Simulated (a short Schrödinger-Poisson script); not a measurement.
# Symmetric double-gate stack, Si3N4 on p-type GaN

Structure: symmetric double-gate stack, Si3N4 on p-type GaN, at 300 K.

```tsv
layer	material	thickness (nm)	Na (cm⁻³)
1	Si3N4	5.7	-
2	GaN	8	9e17
3	Si3N4	5.7	-
```

Constants are typed, rounded textbook-type inputs, not results; the design itself was drawn at random and stands for no fabricated device. Si3N4: permittivity 7.5, conduction-band edge (eV) 2, gap (eV) 5.1, electron mass (mₑ) 0.5. GaN: permittivity 9.5, conduction-band edge (eV) 0, gap (eV) 3.43, Nv at 300 K (cm⁻³) 4.6e19.

Channel valleys (confinement mass, in-plane density-of-states mass, number): Γ 0.2, 0.2, 1. At the gates, both at one voltage, the conduction-band edge of layer 1 lies 2.38 eV − eVg above the Fermi level of the channel. Gaps are held at their typed values at every temperature. Mesh 0.03 nm at interfaces.

From a short Schrödinger-Poisson script (our own, NumPy): 1D Poisson equation in equilibrium, electrons quantum, Hartree (BenDaniel-Duke, 12 states a valley, the channel's in-plane mass for all, wave functions ending at the dielectric), parabolic valleys, classical holes, full ionisation, no traps, pinning or gate leakage.

```tsv
Vg (V)	electrons (cm⁻²)	C (μF/cm²)	Γ E0 (meV)	Γ E1 (meV)
0.1	1.32e6	< 0.003	370.8	456.8
0.2	6.32e7	< 0.003	270.8	356.8
0.3	2.99e9	0.0187	171.1	257.1
0.4	9.98e10	0.456	79.8	165.4
0.5	6.41e11	1.18	28.8	111.9
0.6	1.46e12	1.42	3.0	82.5
0.7	2.39e12	1.53	-14.6	61.1
0.8	3.36e12	1.59	-28.4	43.7
0.9	4.37e12	1.64	-39.9	28.7
1	5.41e12	1.68	-49.8	15.6
1.1	6.46e12	1.71	-58.6	3.8
1.2	7.54e12	1.73	-66.6	-7.0
1.3	8.62e12	1.75	-73.9	-16.9
1.4	9.72e12	1.77	-80.8	-26.3
1.5	1.08e13	1.78	-87.3	-35.2
1.6	1.19e13	1.79	-93.7	-43.8
1.7	1.31e13	1.80	-99.9	-52.1
1.8	1.42e13	1.81	-106.0	-60.2
```

Gate voltages with under 1e6 electrons/cm² are left out.

Subbands count from the Fermi level. The capacitance is that of both gates.

In real p-type GaN the Mg acceptor is only partly ionised, and so wide a gap doesn't supply an inversion layer without source and drain.
